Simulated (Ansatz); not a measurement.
## Nb, response to strain

Base system: Nb in the bcc (W type) structure (space group Im-3m, No. 229; a = 3.273 Å; relaxed with 0.1 eV smearing). Axes: x, y, z lie along the cube axes.

Strains are applied to the cell and any free atomic positions relax.

The values are results of PBEsol (Ansatz, an electronic-structure program), spin-orbit coupling left out, not measurements.

Notes on the quantities. energy relative to the base: free energy F.

```csv
uniaxial strain ε_zz (%),energy relative to the base (meV/atom)
-3,13.4
-2.5,9.2
-2,5.9
-1.5,3.3
-1,1.5
-0.5,?
0,0.0
```

Fit ΔE = Aε² + Bε³ (ε in %) to the rows shown and predict the withheld row.

Least squares on the printed values gives A = 1.44 and B = -0.014 meV/atom (largest residual 0.0 meV/atom); this predicts 0.4 meV/atom, and the run gives 0.4 meV/atom, in agreement.

No phonon test of stability was made. The final runs are not spin-polarised.
